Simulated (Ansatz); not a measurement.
Reference: GaP (F-43m), PBE with spin-orbit coupling, rigid bands (plane waves, PAW; Ansatz, a first-principles code); geometry: cell and atoms relaxed with PBEsol.

Space group F-43m (No. 216); a = b = c = 5.4385 Å, α = β = γ = 90.00°

```csv
atom,site,symmetry,x,y,z
Ga,4a,-43m,0.0000,0.0000,0.0000
P,4d,-43m,0.7500,0.7500,0.7500
```
(The calculation used a cell of 2 atoms; values per cell refer to that cell.)

| Property | Value |
|---|---|
| band gap | 1.55 eV |
| electron conductivity mass | 0.35 mₑ |
| hole conductivity mass | 0.49 mₑ |
| Seebeck coefficient, n-type 1e19 cm⁻³ | -335 μV/K |

Question: Replace Ga by In on the same sites and relax. What happens?

Answer: InP (F-43m): volume per atom 20.1 to 25.4 Å³; band gap falls (1.55 eV to 0.64 eV); electron conductivity mass falls (0.35 mₑ to 0.064 mₑ); hole conductivity mass rises (0.49 mₑ to 0.57 mₑ); Seebeck coefficient, n-type 1e19 cm⁻³ falls in size (-335 μV/K to -47 μV/K).

Moves up to 5 % count as about the same. Masses are for dilute carriers at 300 K, harmonic means over directions unless an axis is named. Seebeck coefficients are for the stated density at 300 K, with one relaxation time for all states and whether or not that doping can be reached.
